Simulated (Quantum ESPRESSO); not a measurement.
A self-consistent single point of CoH (Fm-3m, 2 atoms in the cell) with Quantum ESPRESSO.

Method: LDA (PZ), GBRV 1.5 ultrasoft (LDA) pseudopotentials (plane waves; Quantum ESPRESSO 7.5).

```
CELL_PARAMETERS angstrom
      0.00000     1.84296     1.84296
      1.84296     0.00000     1.84296
      1.84296     1.84296     0.00000
ATOMIC_POSITIONS crystal
  Co 0.00000 0.00000 0.00000
  H  0.50000 0.50000 0.50000
```
Moments meant for the start (each program seeds them in its own way; μB, in the order of the atoms Co H): 3.0 0.0.

Reference input (self-consistent single point, DFT, PBEsol, plane waves, SSSP 1.1.2 efficiency (PBE) pseudopotentials): ecutwfc = 55 Ry; ecutrho = 440 Ry; occupations = smearing; smearing = gauss; degauss = 0.0147 Ry; nspin = 2; input_dft = pbesol; potentials = {Co: Co_pbe_v1.2.uspp.F.UPF, H: H.pbe-rrkjus_psl.1.0.0.UPF}; K_POINTS = automatic 15 15 15 0 0 0; conv_thr = 1e-11 Ry; mixing_beta = 0.3. This run's input differs from it in these lines:

```diff
@@ -11,4 +11,4 @@
   ntyp = 2
-  ecutwfc = 55
-  ecutrho = 440
+  ecutwfc = 50
+  ecutrho = 400
   occupations = 'smearing'
@@ -18,3 +18,2 @@
   starting_magnetization(1) = 0.176
-  input_dft = 'pbesol'
 /
@@ -25,4 +24,4 @@
 ATOMIC_SPECIES
-Co    58.9332  Co_pbe_v1.2.uspp.F.UPF
-H      1.0080  H.pbe-rrkjus_psl.1.0.0.UPF
+Co    58.9332  co_lda_v1.2.uspp.F.UPF
+H      1.0080  h_lda_v1.4.uspp.F.UPF
 ATOMIC_POSITIONS {crystal}
```

Output (repeated stretches shortened):

```
     Self-consistent Calculation

     iteration #  1     ecut=    50.00 Ry     beta= 0.30

     total energy              =    -297.60224248 Ry
     estimated scf accuracy    <       7.75682684 Ry

     total magnetization       =     1.60 Bohr mag/cell
     absolute magnetization    =     1.68 Bohr mag/cell

     iteration #  2     ecut=    50.00 Ry     beta= 0.30

     total energy              =    -299.38409355 Ry
     estimated scf accuracy    <       0.69517738 Ry

     total magnetization       =     1.34 Bohr mag/cell
     absolute magnetization    =     1.47 Bohr mag/cell

     iteration #  3     ecut=    50.00 Ry     beta= 0.30

   [... lines left out ...]
     absolute magnetization    =     1.66 Bohr mag/cell

   [... 10 blocks of this kind left out ...]

     iteration # 14     ecut=    50.00 Ry     beta= 0.30

     total energy              =    -299.50225652 Ry
     estimated scf accuracy    <          1.0E-11 Ry

     total magnetization       =     1.17 Bohr mag/cell
     absolute magnetization    =     1.28 Bohr mag/cell

     iteration # 15     ecut=    50.00 Ry     beta= 0.30

     Magnetic moment per site  (integrated on atomic sphere of radius R)
     atom   1 (R=0.292)  charge= 13.9919  magn=  1.1544
     atom   2 (R=0.292)  charge=  1.1527  magn= -0.0201
     End of self-consistent calculation

     Number of k-points >= 100: set verbosity='high' to print the bands.

     the Fermi energy is    17.2069 ev

!    total energy              =    -299.50225652 Ry
     estimated scf accuracy    <          1.1E-14 Ry
     smearing contrib. (-TS)   =      -0.00189324 Ry
     internal energy E=F+TS    =    -299.50036328 Ry

     total magnetization       =     1.17 Bohr mag/cell
     absolute magnetization    =     1.28 Bohr mag/cell

     convergence has been achieved in  15 iterations

     Forces acting on atoms (cartesian axes, Ry/au):

     atom    1 type  1   force =    -0.00000000    0.00000000    0.00000000
     atom    2 type  2   force =     0.00000000   -0.00000000   -0.00000000

     Total force =     0.000000     Total SCF correction =     0.000000

          total   stress  (Ry/bohr**3)                   (kbar)     P=     -137.04
  -0.00093155   0.00000000  -0.00000000         -137.04        0.00       -0.00
   0.00000000  -0.00093155  -0.00000000            0.00     -137.04       -0.00
  -0.00000000  -0.00000000  -0.00093155           -0.00       -0.00     -137.04

   JOB DONE.
```

The run converged in 15 iterations. Against the reference run the pressure goes from -6.36 to -13.70 GPa and the size of the net moment goes from 0.62 to 0.58 μB/atom.

The starting cell comes from a database of computed structures (which also holds hypothetical and non-ambient phases and stackings), without a prior relaxation at this level. With one magnetic atom in the cell only a parallel order is possible. With a pressure of about -14 GPa the cell is away from its equilibrium volume at this level.

Cost on one core of a shared machine: roughly 40 s.
